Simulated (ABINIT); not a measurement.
## ABINIT run on B2Pt3 (Cm, 5 atoms in the cell): self-consistent single point

Level of theory: LDA (PW92), PAW (JTH v2.0 LDA PAW) (plane waves; ABINIT).

Input as run:

```
# B2Pt3, JTH v2.0 LDA PAW
pp_dirpath "./"
pseudos "B.LDA_PW-JTH.xml, Pt.LDA_PW-JTH.xml"
acell 3*1.0 Angstrom
rprim
         2.7401800000   -1.5847400000    0.0000000000
         2.7401800000    1.5847400000    0.0000000000
        -0.0327790000    0.0000000000    7.3678970000
natom 5
ntypat 2
znucl 5 78
typat 1 1 2 2 2
xred
         0.0003800000    0.0003800000    0.6672500000
         0.0003500000    0.0003500000    0.2796700000
         0.3326100000    0.3326100000    0.1386900000
         0.6668200000    0.6668200000    0.8256700000
         0.6688300000    0.6688300000    0.4637300000
ecut 42 Ry
pawecutdg 84 Ry
pawovlp -1
pawxcdev 0
ixc 7
occopt 3
tsmear 0.00367493
nband 24
kptopt 1
ngkpt 9 9 4
nshiftk 1
shiftk 0 0 0
nstep 60
tolvrs 1.0e-11
prtwf 0
prtden 0
prtvol 1
enunit 1
```

The program printed (abridged):

```
 Symmetries : space group Cm (#  8); Bravais mC (1-face-center monocl.)

 -outvars: echo values of preprocessed input variables --------
            acell      1.8897261329E+00  1.8897261329E+00  1.8897261329E+00 Bohr
             ecut      2.10000000E+01 Hartree
           enunit           1
              ixc           7
         kptrlatt        9    0    0      0    9    0      0    0    4
          kptrlen      5.38362702E+01
            natom           5
            nband          24
            ngfft          27      27      60
          ngfftdg          36      36      90
             nkpt          95
            nstep          60
             nsym           2
           ntypat           2
           occopt           3
        pawecutdg      4.20000000E+01 Hartree
          pawovlp     -1.0000000000E+00
         pawxcdev           0
            rprim      2.7401800000E+00 -1.5847400000E+00  0.0000000000E+00
                       2.7401800000E+00  1.5847400000E+00  0.0000000000E+00
                      -3.2779000000E-02  0.0000000000E+00  7.3678970000E+00
          spgroup           8
           tolvrs      1.00000000E-11
           tsmear      3.67493000E-03 Hartree
            typat      1  1  2  2  2
           useylm           1
             xred      3.8000000000E-04  3.8000000000E-04  6.6725000000E-01
                       3.5000000000E-04  3.5000000000E-04  2.7967000000E-01
                       3.3261000000E-01  3.3261000000E-01  1.3869000000E-01
                       6.6682000000E-01  6.6682000000E-01  8.2567000000E-01
                       6.6883000000E-01  6.6883000000E-01  4.6373000000E-01
            znucl        5.00000   78.00000

== DATASET  1 ==================================================================

 Exchange-correlation functional for the present dataset will be:
  LDA: Perdew-Wang 92 LSD fit to Ceperley-Alder data - ixc=7
 Citation for XC functional:
  J.P.Perdew and Y.Wang, PRB 45, 13244 (1992)

 Real(R)+Recip(G) space primitive vectors, cartesian coordinates (Bohr,Bohr^-1):
 R(1)=  5.1781898 -2.9947246  0.0000000  G(1)=  0.0965588 -0.1669603  0.0004296
 R(2)=  5.1781898  2.9947246  0.0000000  G(2)=  0.0965588  0.1669603  0.0004296
 R(3)= -0.0619433  0.0000000 13.9233075  G(3)=  0.0000000  0.0000000  0.0718220
 Unit cell volume ucvol=  4.3182448E+02 bohr^3
 Angles (23,13,12)=  9.02206567E+01  9.02206567E+01  6.00845326E+01 degrees

 Coarse grid specifications (used for wave-functions):

 getcut: wavevector=  0.0000  0.0000  0.0000  ngfft=  27  27  60
         ecut(hartree)=     21.000   => boxcut(ratio)=   2.08898

 Fine grid specifications (used for densities):

 getcut: wavevector=  0.0000  0.0000  0.0000  ngfft=  36  36  90
         ecut(hartree)=     42.000   => boxcut(ratio)=   2.06293

   3.60364216E+03                                ecore*ucvol(ha*bohr**3)

 newkpt: prtvol=0 or 1, do not print more k-points.
_setup2: Arith. and geom. avg. npw (full set) are    1984.855    1984.842

--- !BeginCycle
solver: {iscf: 17, nstep: 60, nline: 4, wfoptalg: 10, }
tolerances: {tolvrs: 1.00E-11, }
...

     iter   Etot(hartree)      deltaE(h)  residm     nres2
 ETOT  1  -87.187128467250    -8.719E+01 8.977E-02 4.959E+01
 ETOT  2  -87.537029437086    -3.499E-01 4.720E-02 4.102E+01
 ETOT  3  -87.317187385829     2.198E-01 3.419E-02 3.687E+00
 ETOT  4  -87.335026437826    -1.784E-02 8.572E-03 1.771E-01
 ETOT  5  -87.337274716486    -2.248E-03 5.843E-03 3.096E-01
 ETOT  6  -87.338383042365    -1.108E-03 1.194E-03 3.042E-01
   [... 23 lines left out ...]
 ETOT 30  -87.337535458681    -3.014E-11 2.148E-05 8.800E-09
 ETOT 31  -87.337535458658     2.362E-11 3.348E-05 8.003E-10
 ETOT 32  -87.337535458660    -2.160E-12 1.755E-05 1.482E-10
 ETOT 33  -87.337535458659     5.400E-13 2.710E-05 8.387E-11
 ETOT 34  -87.337535458660    -1.023E-12 1.411E-05 2.278E-12

 At SCF step   34       nres2   =  2.28E-12 < tolvrs=  1.00E-11 =>converged.

 Cartesian components of stress tensor (hartree/bohr^3)
  sigma(1 1)=  4.08378681E-04  sigma(3 2)=  0.00000000E+00
  sigma(2 2)=  4.09070421E-04  sigma(3 1)= -3.30839159E-06
  sigma(3 3)=  5.34793357E-04  sigma(2 1)=  0.00000000E+00

 ----iterations are completed or convergence reached----

 reduced coordinates (array xred) for    5 atoms
       0.000380000000      0.000380000000      0.667250000000
       0.000350000000      0.000350000000      0.279670000000
       0.332610000000      0.332610000000      0.138690000000
       0.666820000000      0.666820000000      0.825670000000
       0.668830000000      0.668830000000      0.463730000000
 cartesian forces (eV/Angstrom) at end:
    1     -0.00221165054022    -0.00000000000000     0.30489535479484
    2     -0.00636696879825    -0.00000000000000    -0.13900725083271
    3      0.01765794275963    -0.00000000000000     0.36213846505946
    4      0.01196851395645    -0.00000000000000    -0.44864315646038
    5     -0.02104783737762    -0.00000000000000    -0.07938341256122
 frms,max,avg= 1.7358079E-01 4.4864316E-01  -1.209E-04  0.000E+00 -2.565E-04 e/A
 length scales=  1.889726132886  1.889726132886  1.889726132886 bohr
              =  1.000000000000  1.000000000000  1.000000000000 angstroms
 Fermi (or HOMO) energy (eV) =   8.14367   Average Vxc (eV)= -11.99108
 Eigenvalues (   eV  ) for nkpt=  95  k points:
 kpt#   1, nband= 24, wtk=  0.00309, kpt=  0.0000  0.0000  0.0000 (reduced coord)
  -3.95670   -1.51404   -0.06705    2.50504    2.57338    2.58059    3.39807    3.40172
   3.79232    4.19121    4.21166    4.78478    4.78793    5.13324    5.60504    5.64387
   6.26664    6.29398   10.25914   11.02713   13.33466   13.39110   14.20582   14.23733
 prteigrs : prtvol=0 or 1, do not print more k-points.

--- !EnergyTerms
comment             : Components of total free energy in Hartree
kinetic             :  2.71543782505104E+01
hartree             :  8.85431393544655E+00
xc                  : -1.07916541989909E+01
Ewald energy        : -9.44207658605919E+01
psp_core            :  8.34515482663497E+00
local_psp           : -3.46722955271376E+01
spherical_terms     :  8.19483080936727E+00
internal            : -8.73360377647612E+01
'-kT*entropy'       : -1.49835397327618E-03
total_energy        : -8.73375361187345E+01
total_energy_eV     : -2.37657522071350E+03
...

-Cartesian components of stress tensor (GPa)         [Pressure= -1.3261E+01 GPa]
- sigma(1 1)=  1.20149136E+01  sigma(3 2)=  0.00000000E+00
- sigma(2 2)=  1.20352653E+01  sigma(3 1)= -9.73362246E-02
- sigma(3 3)=  1.57341611E+01  sigma(2 1)=  0.00000000E+00

 Calculation completed.
```

The run converged in 34 iterations.

The starting cell comes from a database of computed structures (which also holds hypothetical and non-ambient phases and stackings), without a prior relaxation at this level. Spin polarisation is off. With a pressure of about -13 GPa the cell is away from its equilibrium volume at this level.

Cost on one core of a shared machine: roughly 6 min.
